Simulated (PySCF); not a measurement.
PySCF 2.14.0, B3LYP/def2-svpd: Hf(OEt)(H)3 (CC[O][HfH3]), 12 atoms. The geometry is a generated start, not checked to be a minimum at this level.

| Quantity | Result |
|---|---|
| task | energy and gradient |
| method | b3lyp |
| basis | def2-svpd |
| mol.max_memory | 7000 MB |
| mf.init_guess | minao (default) |
| mf.DIIS | CDIIS (default) |
| mf.diis_space | 8 (default) |
| mf.conv_tol | 1e-09 (default) |
| mf.grids.level | 3 (default) |
| effective core potentials | those of the basis set, past Kr |
| basis functions (reference run) | 162 |
| grid points (reference run) | 144576 |

```xyz
12

Hf     1.0726     0.4365     1.9385
O      0.1775    -0.4805     0.4809
C     -0.3113     0.1916    -0.6319
C     -0.9548    -0.7784    -1.6268
H     -1.0727     0.9375    -0.3188
H      0.5163     0.7283    -1.1428
H     -1.7766    -1.3007    -1.1440
H     -1.3284    -0.2445    -2.4963
H     -0.2173    -1.5122    -1.9435
H      2.5490     1.2618     1.1751
H     -0.1501     1.6682     2.5894
H      1.4958    -0.9075     3.1202
```

The reference run uses exact four-centre integrals. Each setting ran once; only counts and results are compared.

Settings tried, all else as in the reference:
- density fitting of J alone, exact K
- density fitting, auxbasis = def2-universal-jfit
- density fitting, auxbasis = autoaux
- density fitting

**Question.** Which settings reproduce the reference to 1.0 meV/atom in energy, 10 meV/Å in forces (largest component)?

**Answer.** Within it: density fitting, auxbasis = autoaux; density fitting; density fitting of J alone, exact K. Outside: density fitting, auxbasis = def2-universal-jfit.

| setting | energy against the reference | difference in forces (largest component) |
|---|---|---|
| density fitting, auxbasis = autoaux | −0.037 meV/atom | 1.1 meV/Å |
| density fitting | −0.14 meV/atom | 0.86 meV/Å |
| density fitting of J alone, exact K | −0.23 meV/atom | 0.88 meV/Å |
| density fitting, auxbasis = def2-universal-jfit | +14 meV/atom | 55 meV/Å |

Total energies are compared; such shifts often cancel in part in energy differences. def2-universal-jfit is made for Coulomb alone and misses functions that exchange needs. No test of the SCF solution's stability was run. Also tried and not ranked: density fitting, auxbasis = def2-universal-jkfit (same energy as a listed run); COSX exchange (sgx_fit, pjs) with fitted J, mf.with_df.grids_level_i = 1, mf.with_df.grids_level_f = 1 (gradient came out as NaN); COSX exchange (sgx_fit, pjs) with fitted J, mf.with_df.grids_level_i = 1, mf.with_df.grids_level_f = 2 (default) (gradient came out as NaN); COSX exchange (sgx_fit, pjs) with fitted J, mf.with_df.grids_level_i = 1, mf.with_df.grids_level_f = 3 (gradient came out as NaN); COSX exchange (sgx_fit, pjs) with fitted J, mf.with_df.grids_level_i = 1, mf.with_df.grids_level_f = 4 (gradient came out as NaN). The tolerance is a choice made for this comparison.
